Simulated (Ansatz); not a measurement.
Input and output of a self-consistent single point for GaGe₃Rh₄ (R3, 8 atoms in the cell) (Ansatz, a program for electronic structure).

Method: LDA (PW92), default PAW files made with PBE (plane waves; Ansatz).

```
CELL_PARAMETERS angstrom
      3.45394     1.99413     2.86956
     -3.45394     1.99413     2.86956
      0.00000    -3.98827     2.86956
ATOMIC_POSITIONS crystal
  Ga 0.65955 0.65955 0.65955
  Ge 0.83468 0.16105 0.34188
  Ge 0.34188 0.83468 0.16105
  Ge 0.16105 0.34188 0.83468
  Rh 0.36234 0.36234 0.36234
  Rh 0.13650 0.86913 0.63485
  Rh 0.63485 0.13650 0.86913
  Rh 0.86913 0.63485 0.13650
```

Reference input (self-consistent single point, DFT, LDA (PW92), plane waves, default PAW files made with PBE): kpoints.mp_grid.grid = 5 5 5; hamiltonian.xc = lda; hamiltonian.pseudopotentials = {kind: paw} (the program's default PAW files); scf.occupations.method = cold; scf.occupations.width = 0.2 eV. This run's input differs from it in these lines:

Ansatz 0.2 input:
```diff
@@ -15,2 +15,4 @@
     - { symbol: Rh, position_ang: [0.80918906, 2.45473784, 4.70745087] }
+basis:
+  ecutwfc: 545.0
 kpoints:
```

Log, with long lists cut:

```
SCF iter   1: F=—  HF=-41473.079826 eV  |F-HF|=—  |Δ(HF+E_count)|=         —  Δρ=1.23e-2  dr2=1.62e-1  ethr=1.77e-3  ⟨swp⟩=5.0  Hψ=5535  notcnv=0
all-band conjugate gradients solve this SCF's bands
preconditioner: auto → Kerker (q_TF=auto, 2.745 Å⁻¹)
SCF iter   2: F=—  HF=-41473.057606 eV  |F-HF|=—  |Δ(HF+E_count)|=   2.22e-2  S|Δr|=    0.00e0  Δρ=6.11e-3  dr2=4.51e-2  ethr=1.32e-4  ⟨swp⟩=1.0  Hψ=1978  notcnv=0
   [... lines left out ...]
SCF iter   7: F=—  HF=-41473.048312 eV  |F-HF|=—  |Δ(HF+E_count)|=   5.96e-6  S|Δr|=    0.00e0  Δρ=2.91e-5  dr2=1.57e-6  ethr=1.45e-8  ⟨swp⟩=2.0  Hψ=2355  notcnv=0
SCF iter   8: F=—  HF=-41473.048311 eV  |F-HF|=—  |Δ(HF+E_count)|=   4.01e-7  S|Δr|=    0.00e0  Δρ=1.04e-5  dr2=1.34e-7  ethr=1.28e-9  ⟨swp⟩=2.0  Hψ=2427  notcnv=0
SCF iter   9: F=-41473.048311 eV  HF=-41473.048311 eV  |F-HF|=8.16e-9  |Δ(HF+E_count)|=   3.09e-8  S|Δr|=    0.00e0  Δρ=2.34e-6  dr2=1.12e-8  ethr=8.13e-11  ⟨swp⟩=8.0  Hψ=7085  notcnv=0
SCF 1 converged in 9 iterations: F = -41473.048311 eV  dr2 = 1.12e-8
Stability not checked (fill_not_monotonic)
Free energy (F): -41473.048311 eV
Internal energy: -41473.056172 eV  (E = F + TS)
E sigma→0 (E₀):  -41473.050932 eV
Entropy (-TS):   0.007861 eV (0.983 meV/atom)
Fermi energy:    16.947375 eV
--- Forces (eV/Å), atoms counted from 1 ---
  atom   1  Ga     0.00000000     0.00000000     0.13349376
  atom   2  Ge    -0.17242924     0.02830706    -0.05148329
  atom   3  Ge     0.06169999    -0.16348163    -0.05148329
  atom   4  Ge     0.11072925     0.13517457    -0.05148329
   [... lines left out ...]
  atom   8  Rh     0.27667788     0.11280459    -0.08252591
--- Stress (GPa, compression-positive) ---
      -13.369299       0.000000      -0.000000
       -0.000000     -13.369299      -0.000000
       -0.000000      -0.000000     -13.526142
  P = ⅓ Tr σ = -13.4216 GPa (-134.216 kbar)
  The stress holds the Pulay correction. Without it, at fixed plane waves, as pw.x and ABINIT print it: P = -13.4299 GPa
```

The run converged in 9 iterations. Against the reference run the free energy falls by 1.3 meV/atom, the pressure hardly changes (-13.41 to -13.42 GPa) and the largest force hardly changes (0.309 to 0.310 eV/Å).

The starting cell comes from a database of computed structures (which also holds hypothetical and non-ambient phases and stackings), without a prior relaxation at this level. Spin polarisation is off. Ansatz's pressure includes its estimate of the finite-basis (Pulay) stress.
